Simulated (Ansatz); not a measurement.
Ansatz (a program for electronic structure) run on TiGa3 (I4/mmm, 4 atoms in the cell): relaxation of cell and atoms.

Computed with LDA (PW92), default PAW files made with PBE (plane waves; Ansatz).

The change in words: atoms on their sites; basis.ecutwfc: 420 eV → 210 eV; relax: default → cell and atoms. Reference geometry:
```yaml
crystal:
  lattice:
    - [-1.87479, 1.87479, 4.35533]
    - [1.87479, -1.87479, 4.35533]
    - [1.87479, 1.87479, -4.35533]
  atoms:
    - { symbol: Ti, position: [0.00574, 0.00574, 0.00000] }
    - { symbol: Ga, position: [0.75000, 0.25000, 0.50000] }
    - { symbol: Ga, position: [0.25000, 0.75000, 0.50000] }
    - { symbol: Ga, position: [0.50000, 0.50000, 0.00000] }
```

Reference input (self-consistent single point, DFT, LDA (PW92), plane waves, default PAW files made with PBE): basis.ecutwfc = 420 eV; kpoints.mp_grid.grid = 7 7 7; hamiltonian.xc = lda; hamiltonian.pseudopotentials = {kind: paw} (the program's default PAW files); scf.occupations.method = gaussian; scf.occupations.width = 0.1 eV. This run's input differs from it in these lines:

Ansatz 0.2 input:
```diff
@@ -6,3 +6,3 @@
   atoms:
-    - { symbol: Ti, position: [0.005740, 0.005740, 0.000000] }
+    - { symbol: Ti, position: [0.000000, 0.000000, 0.000000] }
     - { symbol: Ga, position: [0.750000, 0.250000, 0.500000] }
@@ -11,3 +11,3 @@
 basis:
-  ecutwfc: 420.0
+  ecutwfc: 210.0
 kpoints:
@@ -23,2 +23,4 @@
     width: 0.1
+relax:
+  cell: {}
 output:
```

Log, with long lists cut:

```
   [... SCF lines of the steps left out ...]
relax step   1: F+E_penalty+E_count = -13551.08796756 eV  Δ(F+E_penalty+E_count) = +0.000e0 eV  max|allowed force component| = 5.204e-18 eV/Å  Δτ_max = 0.0000 Å  P = -6.137 GPa  Ω = 61.233 Å³  (9 SCF iters, dr2 threshold 1.00e-7 eV, accepted)
relax step   2: F+E_penalty+E_count = -13557.18818219 eV  Δ(F+E_penalty+E_count) = -6.100e0 eV  max|allowed force component| = 2.776e-17 eV/Å  Δτ_max = 0.0000 Å  P = +63.599 GPa  Ω = 57.306 Å³  energy of the carried Pulay correction = +6.791e0 eV  [...]
   [... lines left out ...]
relax step 120: F+E_penalty+E_count = -13551.33759267 eV  Δ(F+E_penalty+E_count) = -2.926e-2 eV  max|allowed force component| = 3.296e-17 eV/Å  Δτ_max = 0.0000 Å  P = +0.001 GPa  Ω = 56.320 Å³  energy of the carried Pulay correction = +2.925e-2 eV  [...]
relax step 121: F+E_penalty+E_count = -13551.29875888 eV  Δ(F+E_penalty+E_count) = +3.883e-2 eV  max|allowed force component| = 3.643e-17 eV/Å  Δτ_max = 0.0000 Å  P = -0.129 GPa  Ω = 56.320 Å³  stress off target by 1.33e-1 GPa  SCF on the basis [...]
basis re-selected at this cell: Δ(F+E_penalty+E_count) = +3.883e-2 eV, ΔP = -0.131 GPa vs the last step
   [... lines left out ...]
Free energy (F): -13551.298759 eV
Fermi energy:    14.072747 eV
Error: variable-cell relaxation did not converge after 121 `relax_step` rows, as none of its last 41 fresh-basis SCF(s) at a relaxed cell met both thresholds with a finite energy. The last misses `relax.cell.stress_tol`: largest allowed force component 3.64e-17 eV/Å (`relax.f_tol` 1.00e-2 eV/Å), stress off the target on the free part of the cell 1.33e-1 GPa (`relax.cell.stress_tol` 5.00e-2 GPa), F+E_penalty+E_count -13551.29875888 eV. The closest is row 121, whose structure comes with this error. Larger ratio of force or stress to its threshold at each such SCF whose figures are numbers: 143.213, 144.052, 121.783, 87.418, 67.689, 60.421, 45.696, 46.768, 53.979, 53.333, 59.224, [...]
   [... lines left out ...]
to start a new deck from the relaxed geometry:
  cell:  # Å, volume = 56.3197 Å³
    - [-1.8230913868979197, 1.8230913868979197, 4.236270465227945]
    - [1.8230913868979197, -1.8230913868979197, 4.236270465227945]
    - [1.8230913868979197, 1.8230913868979197, -4.236270465227945]
  atoms:
    - { symbol: Ti, position: [-1.2448713350796456e-34, 7.320624362101753e-35, -3.916247489843393e-35] }
    - { symbol: Ga, position: [0.75, 0.24999999999999997, 0.49999999999999994] }
    - { symbol: Ga, position: [0.24999999999999997, 0.75, 0.49999999999999994] }
    - { symbol: Ga, position: [0.5, 0.5, 2.7895558978175145e-34] }
```

The relaxation ended unconverged.  The full log also holds: “iter 3 did not close the SCF: its close was put off for the readings that it lacked (scf_convergence_deferred on its scf_iter line)”. The full log also holds: “iter 4 did not close the SCF: its close was put off for the readings that it lacked (scf_convergence_deferred on its scf_iter line)”.

The starting cell comes from a database of computed structures (which also holds hypothetical and non-ambient phases and stackings), without a prior relaxation at this level. Its lattice was rescaled by up to half a per cent. The cutoff lies below the one recommended for these files.

Cost on one core of a shared machine: roughly 4 min.
